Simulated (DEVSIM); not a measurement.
Structure: abrupt GaP n-p junction, at 250 K.

Layer 1 from the left is GaP, thickness (μm) 9.50, Nd (cm⁻³) 6.7e15, τn (s) 1.3e-7, τp (s) 1.3e-7. Layer 2 from the left is GaP, thickness (μm) 71.0, Na (cm⁻³) 3.5e15, τn (s) 3.9e-7, τp (s) 1.3e-7.

Left contact: ohmic. Right contact: ohmic. Voltage is applied to the left contact. Recombination: SRH at mid-gap. Mobility is μmin + (μ − μmin)/(1 + (N/Nref)^α).

This is a model device: material constants are rounded textbook-type values typed into the input, and sizes, dopings and lifetimes were drawn at random. Values at 300 K; Nc and Nv go as T^1.5, mobilities as T to minus their exponent, the gap by Varshni's rule with the affinity fixed.

GaP: gap (eV) 2.26, affinity (eV) 3.8, permittivity 11.1, Nc (cm⁻³) 1.8e19, Nv (cm⁻³) 1.9e19, μn (cm²/Vs) 250, μp (cm²/Vs) 150, μn,min 10, μp,min 10, Nref,n 4.4e18, Nref,p 1e18, αn 0.8, αp 0.85, T exponent of μn 1.6, T exponent of μp 1.98, Varshni α (eV/K) 0.00058, Varshni β (K) 372.

DEVSIM, 1D drift-diffusion, Boltzmann statistics, complete ionisation; no tunnelling, impact ionisation, image-force lowering or self-heating.

Dark forward current:

| |V| (V) | |J| (A/cm²) |
|---|---|
| 0.90 | 1.771e-13 |
| 0.95 | 5.801e-13 |
| 1.00 | 1.902e-12 |
| 1.05 | 6.248e-12 |
| 1.10 | 2.056e-11 |
| 1.15 | 6.779e-11 |
| 1.20 | 2.241e-10 |
| 1.25 | 7.427e-10 |
| 1.30 | 2.470e-9 |
| 1.35 | 8.253e-9 |
| 1.40 | 2.777e-8 |
| 1.45 | 9.464e-8 |
| 1.50 | 3.313e-7 |
| 1.55 | 1.234e-6 |
| 1.60 | 5.272e-6 |
| 1.65 | 2.850e-5 |
| 1.70 | 0.0002017 |
| 1.75 | 0.001729 |
| 1.80 | 0.01585 |
| 1.85 | 0.1211 |
| 1.90 | 0.5006 |
| 1.95 | 1.182 |
| 2.00 | 2.106 |
| 2.05 | 3.257 |
| 2.10 | 4.642 |
| 2.15 | 6.269 |

Q: Work out the local ideality factor n = ΔV / (kT/q · ln(J2/J1)) between the rows 0.90 and 0.95 V, 1.75 and 1.80 V, 2.10 and 2.15 V.

A: kT/q = 21.54 mV. From 0.90 to 0.95 V: ln(5.801e-13/1.771e-13) = 1.186, n = 1.96, near the 2 of recombination in the depletion region. From 1.75 to 1.80 V: ln(0.01585/0.001729) = 2.216, n = 1.05, near the 1 of diffusion or emission over a barrier. From 2.10 to 2.15 V: ln(6.269/4.642) = 0.300, n = 7.73.

Q: Estimate the current at 1.75 V from the Shockley equation with J0 = Σ q ni² D/(N L) coth(W/L), τ joining the SRH, radiative and Auger lifetimes that are on, and W taken as the whole layer.

A: ni² = 2.18e-8 cm⁻⁶; holes in the n layer: μ = 212 cm²/Vs, D = 4.58 cm²/s, τ = 1.30e-7 s, L = 7.71 μm, W/L = 1.2, term 3.67e-39 A/cm²; electrons in the p layer: μ = 334 cm²/Vs, D = 7.19 cm²/s, τ = 3.90e-7 s, L = 16.7 μm, W/L = 4.2, term 4.29e-39 A/cm². J0 = 7.96e-39 A/cm², and J = J0 exp(qV/kT) = 0.00153 A/cm². The simulation gives 0.00173 A/cm²; the estimate lies 12 % below. The estimate leaves out recombination in the depletion region and that region's share of W.
